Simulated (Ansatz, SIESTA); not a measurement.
One structure in several programs: LaCoSi3 (P1, 5 atoms in the cell)

Self-consistent single point, at a second geometry (atoms moved at random). First geometry:

```yaml
crystal:
  lattice:
    - [-2.05600, 2.05600, 4.75963]
    - [2.05600, -2.05600, 4.75963]
    - [2.05600, 2.05600, -4.75963]
  atoms:
    - { symbol: La, position: [0.00496, 0.00496, 0.00000] }
    - { symbol: Co, position: [0.66193, 0.66193, 0.00000] }
    - { symbol: Si, position: [0.42530, 0.42530, 0.00000] }
    - { symbol: Si, position: [0.26141, 0.76141, 0.50000] }
    - { symbol: Si, position: [0.76141, 0.26141, 0.50000] }
```

Second geometry:
```yaml
crystal:
  lattice:
    - [-2.05600, 2.05600, 4.75963]
    - [2.05600, -2.05600, 4.75963]
    - [2.05600, 2.05600, -4.75963]
  atoms:
    - { symbol: La, position: [0.99965, 0.00630, 0.00301] }
    - { symbol: Co, position: [0.66166, 0.66633, 0.00300] }
    - { symbol: Si, position: [0.43600, 0.42004, 0.00752] }
    - { symbol: Si, position: [0.25951, 0.76792, 0.50990] }
    - { symbol: Si, position: [0.75819, 0.25442, 0.47656] }
```

Shared settings, as Ansatz (a first-principles code) writes them: kpoints.mp_grid.grid = 8 8 8; scf.occupations.method = fermi_dirac; scf.occupations.width = 0.1 eV. Potentials and cutoffs stand in the table.

| code | model | ΔF from the first geometry (meV/atom) | pressure (GPa) | largest force (eV/Å) | cutoff |
|---|---|---|---|---|---|
| SIESTA | GGA PBEsol, numerical atomic orbitals DZP, PseudoDojo PBEsol standard norm-conserving potentials (rewritten from UPF to PSML) | 21.9 | 4.51 | 1.312 | grid 350 Ry |
| Ansatz | PBEsol, PAW files made with PBE | 19.3 | 2.85 | 1.162 | default |

Size of the force on each atom (eV/Å): Sizes of forces hide their directions.

```json
[
 {"code": "SIESTA", "La1": "0.878", "Co2": "0.623", "Si3": "0.829", "Si4": "0.305", "Si5": "1.312"},
 {"code": "Ansatz", "La1": "0.736", "Co2": "0.595", "Si3": "0.748", "Si4": "0.260", "Si5": "1.162"}
]
```

On Ansatz's run: spin polarisation is off.

The spread over the programs that give each value: ΔF from the first geometry within 2.6 meV/atom; pressure within 1.66 GPa; largest force within 0.150 eV/Å.

SIESTA uses small atom-centred bases, whose incompleteness enters pressures, forces and empty levels differently from a plane-wave cutoff. Ansatz's pressure is given at a fixed set of plane waves, as the other plane-wave codes print theirs.

The starting cell comes from a database of computed structures (which also holds hypothetical and non-ambient phases and stackings), without a prior relaxation at this level. Its lattice was rescaled by a random factor within 2.5 % of one. For this run, on top of that: atoms moved at random.

Keys are those of Ansatz 0.2.
